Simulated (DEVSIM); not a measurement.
Device: abrupt GaAs p-n junction, at 300 K.

```csv
layer (left to right),material,thickness (μm),Nd (cm⁻³),Na (cm⁻³),τn (s),τp (s)
1,GaAs,8.40,-,1.6e15,8.6e-9,8.6e-9
2,GaAs,20.0,9.8e14,-,8.6e-9,8.6e-9
```

Left contact: ohmic. Right contact: ohmic. Voltage is applied to the left contact. Recombination: SRH at mid-gap. Mobility is constant in doping.

Constants are typed, rounded textbook-type inputs, not results; the design itself was drawn at random and stands for no fabricated device. Values at 300 K.

```tsv
parameter	GaAs
gap (eV)	1.424
affinity (eV)	4.07
permittivity	12.9
Nc (cm⁻³)	4.7e17
Nv (cm⁻³)	9e18
μn (cm²/Vs)	8500
μp (cm²/Vs)	400
```

DEVSIM, 1D drift-diffusion, Boltzmann statistics, complete ionisation; no tunnelling, impact ionisation, image-force lowering or self-heating.

Problem. Give the dark reverse current.

Solution. 
```json
[
 {"V (V)": "-0.40", "J (A/cm²)": "-6.8e-10"},
 {"V (V)": "-1.00", "J (A/cm²)": "-1.4e-9"},
 {"V (V)": "-2.00", "J (A/cm²)": "-2.4e-9"},
 {"V (V)": "-3.00", "J (A/cm²)": "-3.3e-9"},
 {"V (V)": "-4.00", "J (A/cm²)": "-4.1e-9"},
 {"V (V)": "-6.00", "J (A/cm²)": "-5.4e-9"},
 {"V (V)": "-8.00", "J (A/cm²)": "-6.5e-9"},
 {"V (V)": "-10.00", "J (A/cm²)": "-7.5e-9"},
 {"V (V)": "-13.00", "J (A/cm²)": "-8.9e-9"},
 {"V (V)": "-16.00", "J (A/cm²)": "-1.0e-8"},
 {"V (V)": "-20.00", "J (A/cm²)": "-1.2e-8"}
]
```
